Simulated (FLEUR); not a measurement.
A self-consistent single point of ZnSe (F-43m, 2 atoms in the cell) with FLEUR.

Computed with LDA (Perdew-Zunger), all-electron FLAPW (FLEUR), scalar-relativistic valence run with FLEUR.

```yaml
crystal:
  lattice:
    - [0.00000, 2.83500, 2.83500]
    - [2.83500, 0.00000, 2.83500]
    - [2.83500, 2.83500, 0.00000]
  atoms:
    - { symbol: Zn, position: [0.00000, 0.00000, 0.00000] }
    - { symbol: Se, position: [0.25000, 0.25000, 0.25000] }
```

Reference input (self-consistent single point, DFT, PBE, all-electron FLAPW (FLEUR), scalar-relativistic valence): Kmax = 4 1/bohr; GmaxXC = 20 1/bohr; xcFunctional = pbe; jspins = 1; l_soc = F; mode = hist; fermiSmearingEnergy = 0.00036749 Htr; mesh (inpgen div1-3) = 10 10 10; inpgen gamma flag = true; Gmax = 20 1/bohr; numbands = 0; maxIterBroyd = 25. This run's input differs from it in these lines:

```diff
@@ -14,2 +14,3 @@
 &comp jspins=1 /
+&exco xctyp='pz' /
 &kpt div1=10 div2=10 div3=10 gamma=t /
@@ -26,3 +27,3 @@
       <coreElectrons ctail="T" frcor="F" kcrel="0" coretail_lmax="0"/>
-      <xcFunctional name="pbe" relativisticCorrections="F"/>
+      <xcFunctional name="pz" relativisticCorrections="F"/>
       <magnetism jspins="1"/>
```

Output, abridged:

```
 Iteration:     1   Distance:       7.25401134 me/bohr^3
 Iteration:     2   Distance:       6.27140644 me/bohr^3
 Iteration:     3   Distance:       3.83959892 me/bohr^3
 Iteration:     4   Distance:       1.75488100 me/bohr^3
 Iteration:     5   Distance:       1.31390187 me/bohr^3
   [... 5 lines left out ...]
 Iteration:    11   Distance:       0.00097325 me/bohr^3
 Iteration:    12   Distance:       0.00101389 me/bohr^3
 Iteration:    13   Distance:       0.00010817 me/bohr^3
 Iteration:    14   Distance:       0.00000663 me/bohr^3
 Run finished successfully
 Stop message:
   Structural relaxation: Done

[file out, last iteration]
             iter=     15
[...]
          total density-effective poten   -6.7427129378E+03
          total charge density-energy d   -1.5379795068E+02
 Updated energy parameters for spin:           1
[...]
 fermi energy and band-weighting factors:

[...]
FERMIE:
          first approx. to ef    (T=0)  :   0.151018 htr   (energy of the highest occ. eigenvalue)
          number of occ. states  (T=0)  :        846
          first approx. to seigv (T=0)  : -42.212676 htr
          sum of weights of occ. states :  18.000000
          sum of semicore charge        :   0.000000 e
FERHIS:  Fermi-Energy by histogram:
          bandgap                     :   0.037827 htr
   [... lines left out ...]
          charge neutrality (T=0)     :   0.000000    (zero if the highest occ. eigenvalue is "entirely" occupied)
 Direct bandgap for spin            1 :    3.7827433254410958E-002  Htr
 ---->    free energy=                     -4220.5717850064 htr
   [... lines left out ...]
      extrapolation for T->0
 ---->    total electron energy=           -4220.5717850064 htr
 ***** TOTAL FORCES ON ATOMS *****
 TOTAL FORCE FOR ATOM TYPE=  1  X=  0.000   Y=  0.000   Z=  0.000
                       FX_TOT= 0.000000 FY_TOT= 0.000000 FZ_TOT= 0.000000
 TOTAL FORCE FOR ATOM TYPE=  2  X=  2.679   Y=  2.679   Z=  2.679
                       FX_TOT= 0.000000 FY_TOT= 0.000000 FZ_TOT= 0.000000
 Structural relaxation: Done
```

The run converged in 14 iterations. FLEUR gives forces in its relaxation mode, with a further iteration, so its stop message speaks of a relaxation. Against the reference run the gap on the mesh goes from 1.288 to 1.029 eV.

The starting cell has typed, rounded lattice constants, without a prior relaxation at this level. Values depend on the basis (sphere radii, cutoffs, local orbitals), which need not be converged.

Cost on one core of a shared machine: roughly 70 s.
